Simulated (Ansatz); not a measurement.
# Hypothetical Fm-3m BeBr2, pressure series

Start from BeBr2 (space group Fm-3m, No. 225; a hypothetical phase, not in the database extracts checked).

```
BeBr2
1.0
    0.00000     3.19646     3.19646
    3.19646     0.00000     3.19646
    3.19646     3.19646     0.00000
Be Br
1 2
Direct
  0.00000   0.00000   0.00000
  0.25000   0.25000   0.25000
  0.75000   0.75000   0.75000
```

Cell and atoms are relaxed at each pressure.

Computed with PBEsol (Ansatz, a first-principles code, PAW, spin-orbit coupling left out).

Question: Only one of these keeps a band gap. Which?
A. pressure 45 GPa
B. pressure −2 GPa
C. pressure 30 GPa

Answer: B, pressure −2 GPa. Computed: pressure 30 GPa: zero; pressure −2 GPa: 0.22 eV; pressure 45 GPa: zero

The mesh was chosen for an insulator and is coarse for the gapless case. Load acts through the strain it causes; cell and atoms are relaxed under it. Whether these cells are dynamically stable was not tested. Competing high-pressure phases were not computed. The final runs are not spin-polarised. The zero or small gap of BeBr2 can change with the level of theory.
